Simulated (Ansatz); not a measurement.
Start from TiO$_{2}$ in the anatase structure (space group I4_1/amd, No. 141).

```
CELL_PARAMETERS angstrom
     -1.88893     1.88893     4.79189
      1.88893    -1.88893     4.79189
      1.88893     1.88893    -4.79189
ATOMIC_POSITIONS crystal
  Ti 0.50000 0.50000 0.00000
  Ti 0.25000 0.75000 0.50000
  O  0.29273 0.29273 0.00000
  O  0.04273 0.54273 0.50000
  O  0.45727 0.95727 0.50000
  O  0.70727 0.70727 0.00000
```

Cartesian axes are those of the cell as printed.

All numbers come from Ansatz (an electronic-structure program) r2SCAN, scalar-relativistic without spin-orbit coupling.

Strains are applied to the cell and any free atomic positions relax; under biaxial strain the out-of-plane vector relaxes too; under stress the whole cell relaxes.

One change was made to it. Results:

The shortest interatomic distance drops by 0.006 Å, from 1.933 Å to 1.927 Å; the band gap increases by 0.02 eV to 2.55 eV; the smallest direct gap increases by 0.01 eV (2.87 eV → 2.88 eV).

Name the change that was made.
A) biaxial strain −4.23 %, plane normal [001], relaxed out of plane
B) uniaxial strain ε_xx = +1.37 %
C) uniaxial stress, 1 GPa compression along x
D) uniaxial strain ε_xx = +5.27 %
E) uniaxial stress, 5 GPa tension along x

C, uniaxial stress, 1 GPa compression along x. For comparison, the band gap in the other runs: uniaxial stress, 5 GPa tension along x gives 2.47 eV; uniaxial strain ε_xx = +1.37 % gives 2.49 eV; uniaxial strain ε_xx = +5.27 % gives 2.43 eV; biaxial strain −4.23 %, plane normal [001], relaxed out of plane gives 2.98 eV.

Gaps are Kohn–Sham eigenvalue differences; semilocal functionals usually give less than the measured gap. Stability under load was not tested beyond the relaxation. All final runs are without spin polarisation.
